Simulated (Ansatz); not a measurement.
## NiAs-type NiSb

These are PBE (Ansatz, a program for electronic structure, PAW) values and carry that method's errors.

Settings: plane-wave cutoff 520 eV, 18×18×12 k mesh (along the axes of the cell as run), Fermi–Dirac smearing 0.07 eV (set by the program), no spin polarisation, scalar-relativistic PAW data made under PBE.

Cell (measured lattice):

```
NiSb
1.0
    3.93500     0.00000     0.00000
   -1.96750     3.40781     0.00000
    0.00000     0.00000     5.13600
Ni Sb
2 2
Cartesian
  0.00000   0.00000   2.56800
  0.00000   0.00000   0.00000
  1.96750   1.13594   3.85200
  0.00000   2.27187   1.28400
```

- elastic constant C11 = 190 GPa
- elastic constant C12 = 104 GPa
- elastic constant C13 = 88.5 GPa
- elastic constant C33 = 194 GPa
- elastic constant C44 = 66.5 GPa
- elastic constant C66 = 43.0 GPa
- Voigt–Reuss–Hill bulk modulus = 126 GPa
- polycrystal shear modulus (Hill average) = 53.7 GPa
- Young modulus = 141 GPa
- Poisson ratio = 0.313

Note: the cell isn't this level's own, so it is under some stress, which shifts stiffness and frequencies.

Elastic constants are with the ions relaxed.

Spin–orbit coupling is not included.

The computed numbers hold no vibrational or temperature effects.

Computing time: very roughly 80 core-minutes.
